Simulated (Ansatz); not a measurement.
Amorphous cells of 8 compositions: the gap between the highest filled and lowest empty level at the zone centre, by PBE and by a single point of r2SCAN on the same geometry (PBE, scalar-relativistic without spin-orbit coupling (plane waves to 420 eV, PAW; Ansatz, a program for electronic structure); r2SCAN at 500 eV). The networks come from melt-quench runs on the CHGNet potential at compositions and starting densities chosen by hand, with anions pushed apart in the CHGNet dynamics, and DFT then relaxed them. The cells are small and were quenched far faster than real films, so single cells scatter. Defect or tail levels can set these gaps. The rows are the first to finish with both values and no moments.

| cell | PBE gap x (eV) | r2SCAN gap y (eV) |
|---|---|---|
| A (Si24O48Cu2, 2.35 g/cm3) | 1.77 | 2.03 |
| B (Si24O48Ag2, 2.45 g/cm3) | 1.88 | 2.12 |
| C (Si24O47S, 2.21 g/cm3) | 2.22 | 2.77 |
| D (Si24O48NaCl, 2.19 g/cm3) | 2.73 | 3.31 |
| E (Si24O48C, 2.16 g/cm3) | 3.31 | 3.67 |
| F (Si24O45N2, 2.20 g/cm3) | 3.49 | withheld |
| G (Si24O48Mg, 2.23 g/cm3) | 4.31 | 4.93 |
| H (Si24O47Cl2, 2.21 g/cm3) | 5.13 | 5.80 |

Problem. Fit a straight line through the 7 full rows and predict the withheld value for F (Si24O45N2, 2.20 g/cm3).

Solution. Means: x = 3.050, y = 3.519. Slope = Σ(Δx Δy) / Σ(Δx²) = 10.79 / 9.78 = 1.1; the r.m.s. residual is 0.110. Prediction: 3.519 + 1.1 × (3.49 − 3.050) = 4.00. The run gave 4.18, 0.18 above the line.
